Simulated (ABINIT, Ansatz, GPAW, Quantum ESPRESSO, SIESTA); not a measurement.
One structure in several programs: NaCl (Fm-3m, 2 atoms in the cell)

Self-consistent single point.

```
CELL_PARAMETERS angstrom
      0.00000     2.82000     2.82000
      2.82000     0.00000     2.82000
      2.82000     2.82000     0.00000
ATOMIC_POSITIONS crystal
  Na 0.00000 0.00000 0.00000
  Cl 0.50000 0.50000 0.50000
```

Shared settings, as Ansatz (a quantum-chemistry and plane-wave program) writes them: kpoints.mp_grid.grid = 1 1 1; scf.occupations.method = fermi_dirac; scf.occupations.width = 0.0015 Ry. Potentials and cutoffs stand in the table.

| code | model | pressure (GPa) | cutoff |
|---|---|---|---|
| GPAW | PBE, GPAW PAW datasets PBE (gpaw-data 1.0.1) | 24.89 | 800 eV |
| Quantum ESPRESSO | PBE, SSSP 1.1.2 efficiency (PBE) pseudopotentials | 25.30 | 40 Ry |
| SIESTA | GGA PBE, numerical atomic orbitals TZP, PseudoDojo PBE standard norm-conserving potentials (rewritten from UPF to PSML) | 24.17 | grid 350 Ry |
| ABINIT | PBE, PAW (JTH v2.0 PBE PAW) | 24.86 | 30 Ha |
| Ansatz | PBE, default PAW files | 25.03 | default |

The spread over the programs that give each value: pressure within 1.13 GPa.

SIESTA uses small atom-centred bases, whose incompleteness enters pressures, forces and empty levels differently from a plane-wave cutoff. Ansatz's pressure is given at a fixed set of plane waves, as the other plane-wave codes print theirs.

On the base mesh (10 10 10) the same programs gave: Ansatz pressure 0.75 GPa, gap on the mesh 5.107 eV; Quantum ESPRESSO pressure 0.87 GPa; ABINIT pressure 0.66 GPa; GPAW pressure 0.73 GPa; SIESTA pressure 0.99 GPa.

The values differ from the base mesh's, so the mesh still matters here: the table compares the programs at equal settings.

The starting cell has typed, rounded lattice constants, without a prior relaxation at this level.

Left out of this page: CP2K (on another mesh); Elk and FLEUR (not drawn, or without a comparable value).

Keys are those of Ansatz 0.2.
